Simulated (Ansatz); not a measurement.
Given:

Host crystal: corundum, with a band gap (PBE, scalar-relativistic without spin-orbit coupling).

End structure of Al on the 1x1 (0001) surface of corundum (cut with top plane Al), one in a 1x1 cell, started at the site 'hollow Al-O-O-O over O at depth 2.3 Å':

```
CELL_PARAMETERS angstrom
      4.80875     0.00000     0.00000
     -2.40438     4.16450     0.00000
      0.00000     0.00000    27.50000
ATOMIC_POSITIONS crystal
  Al 0.66667 0.33333 0.37743
  O  0.65631 0.68187 0.38078
  O  0.31813 0.97443 0.38078
  O  0.02557 0.34369 0.38078
  Al 0.00000 0.00000 0.41229
  Al 0.33333 0.66667 0.42276
  O  0.31288 0.31024 0.45957
  O  0.99736 0.68712 0.45957
  O  0.68976 0.00264 0.45957
  Al 0.66666 0.33336 0.49211
  Al 0.99999 0.99997 0.50838
  O  0.97321 0.33211 0.53990
  O  0.66805 0.64114 0.53986
  O  0.35875 0.02657 0.53986
  Al 0.33348 0.66673 0.57092
  Al 0.66653 0.33305 0.58856
  O  0.63820 0.97616 0.61952
  O  0.33743 0.36068 0.61939
  O  0.02278 0.66186 0.61967
  Al 0.99905 0.00019 0.65012
  Al 0.33058 0.66288 0.67142
```

Model: 21-atom slab, 6.7 Å thick at the start under the adsorbate (thin: gaps and levels are the slab's own), 6x6x1 mesh, Fermi-Dirac 0.01 eV, dipole correction, 9 atoms held, the rest relaxed; no symmetry held; spin-polarised, ending with about 0.1 μB a cell, a value that depends on the mesh; orders that need a larger cell were not tried, no spin-orbit, no U, no dispersion correction. The slab shows no gap over 0.04 eV on its mesh. At the end it is bonded to Al + 3 O. In PBE it is, or lies within 0.03 eV of, the lowest of the starts that converged.

A negative adsorption energy means that the adsorbate is more stable on the surface than in its reference.

Problem. What change of the step from the bottom to the top vacuum level, against the clean slab does Ansatz (a quantum-chemistry and plane-wave program) with PBE give?

Solution. 2.01 eV

Problem. What is the computed adsorption energy against an atom of fcc Al (PBE)?

Solution. 1.01 eV
